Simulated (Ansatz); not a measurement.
# TiC₂ (model structure, P-3m1, No. 164, 3 atoms in the cell)

The numbers are results of r²SCAN in Ansatz (PAW), not measurements.

Settings: plane-wave cutoff 560 eV, 24×24×16 k mesh (along the axes of the cell as run), Fermi–Dirac smearing 0.05 eV, no spin polarisation, scalar-relativistic PAW data made under PBE.

Cell (relaxed at this level):

```cif
data_C2Ti
_chemical_formula_sum 'Ti1 C2'
_space_group_name_H-M_alt 'P-3m1'
_space_group_IT_number 164
_space_group_name_Hall '-P 3 2"'
_cell_length_a 2.60742
_cell_length_b 2.60742
_cell_length_c 4.17940
_cell_angle_alpha 90.000
_cell_angle_beta 90.000
_cell_angle_gamma 120.000
loop_
_atom_site_label
_atom_site_type_symbol
_atom_site_symmetry_multiplicity
_atom_site_Wyckoff_symbol
_atom_site_fract_x
_atom_site_fract_y
_atom_site_fract_z
_atom_site_occupancy
Ti1 Ti 1 a 0.00000 0.00000 0.00000 1
C1 C 2 d 0.66667 0.33333 0.44907 1
```

* **bulk modulus B0**: 235 GPa

Note: the bulk modulus is −V dP/dV from two relaxed cells at ±2 % in volume; the relaxation could raise the start's symmetry but not lower it, so the cell can be a saddle point.

A model structure was made by putting elements into a prototype or built by hand; it is no filed structure, need not be a known phase, and can be a saddle point held by its symmetry.

Ansatz is a quantum-chemistry and plane-wave program.
